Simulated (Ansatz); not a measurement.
# Response to strain in HgTe

Base system: HgTe in the zinc blende structure (space group F-43m, No. 216).

```cif
data_HgTe
_chemical_formula_sum 'Hg1 Te1'
_space_group_name_H-M_alt 'P 1'
_space_group_IT_number 1
_cell_length_a 4.64766
_cell_length_b 4.64766
_cell_length_c 4.64766
_cell_angle_alpha 60.000
_cell_angle_beta 60.000
_cell_angle_gamma 60.000
loop_
_space_group_symop_operation_xyz
  'x, y, z'
loop_
_atom_site_label
_atom_site_type_symbol
_atom_site_fract_x
_atom_site_fract_y
_atom_site_fract_z
_atom_site_occupancy
Hg1 Hg 0.00000 0.00000 0.00000 1
Te1 Te 0.25000 0.25000 0.25000 1
```

Strains are applied to the cell and any free atomic positions relax.

Level of theory: Ansatz (an electronic-structure program) r2SCAN, no spin-orbit coupling.

Notes on the quantities. energy relative to the base: free energy F.

```csv
isotropic strain (%),energy relative to the base (meV/atom)
0,0.0
0.5,1.0
1,3.8
1.5,8.5
2,14.7
2.5,?
3,31.9
```

Q: Fit ΔE = Aε² + Bε³ (ε in %) to the rows shown and predict the withheld row.

A: Least squares on the printed values gives A = 3.96 and B = -0.14 meV/atom (largest residual 0.1 meV/atom); this predicts 22.6 meV/atom, and the run gives 22.6 meV/atom, in agreement.

No phonon test of stability was made. The final runs are not spin-polarised.
